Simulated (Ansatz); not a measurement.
For W2C (P-3m1, No. 164, 3 atoms in the cell; start mp-1008625), LDA (PAW; Ansatz, a program for electronic structure) gives:

* **lattice constant a**: 3.017 Å
* **c axis length**: 4.620 Å

Q: What does PBE-D3(BJ) (plane waves, PAW; Ansatz) give for the same quantities?

A: 
- lattice constant a: 3.034 Å (grows by 0.6 %)
- lattice parameter c: 4.657 Å (increases by 0.8 %)

Changes are worked out from the printed values.

Unless a cell is named, each level is at its own relaxed cell (LDA 12.14, PBE-D3(BJ) 12.38 Å³/atom).

Levels without +SOC leave out spin–orbit coupling, which shifts energies and cells of such heavy elements.

Caveats: the relaxation could not lower the start's symmetry, so the cell can be a saddle point above a distorted one (LDA, PBE-D3(BJ)). Ansatz's density-functional and Hartree–Fock values are scalar-relativistic unless marked +SOC, with PAW data made under PBE.

A start named mp-… is a Materials Project structure, which need not be a measured phase.
